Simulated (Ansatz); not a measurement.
## A computed series for hypothetical Fm-3m WSe2: element substitutions

The parent structure is WSe$_{2}$ (space group Fm-3m, No. 225; a hypothetical phase, not in the database extracts checked).

```yaml
crystal:
  lattice:
    - [0.00000, 3.05932, 3.05932]
    - [3.05932, 0.00000, 3.05932]
    - [3.05932, 3.05932, 0.00000]
  atoms:
    - { symbol: W, position: [0.00000, 0.00000, 0.00000] }
    - { symbol: Se, position: [0.25000, 0.25000, 0.25000] }
    - { symbol: Se, position: [0.75000, 0.75000, 0.75000] }
```

Each row replaces one element on all its sites; cell and atoms are relaxed.

The values are results of plane-wave PAW DFT at the PBEsol level (Ansatz, a program for electronic structure, 420 eV), scalar-relativistic without spin-orbit coupling, not measurements.

Problem. Only one of these has a band gap. Which?
A) Se → Ge
B) W → Mo
C) Se → I
D) W → Os

Solution. C, Se → I. Computed: Se → Ge: zero; W → Os: zero; W → Mo: zero; Se → I: 0.57 eV

Spin-orbit coupling, missing from the scalar runs, can matter with I and W. No phonon test of stability was made. As relaxed here, WGe2, OsSe2, MoSe2 and WI2 are hypothetical phases, not in the database extracts checked. The final runs are not spin-polarised. WGe2, WSe2 and MoSe2 have a high density of states at the Fermi level and may be magnetic at this level.
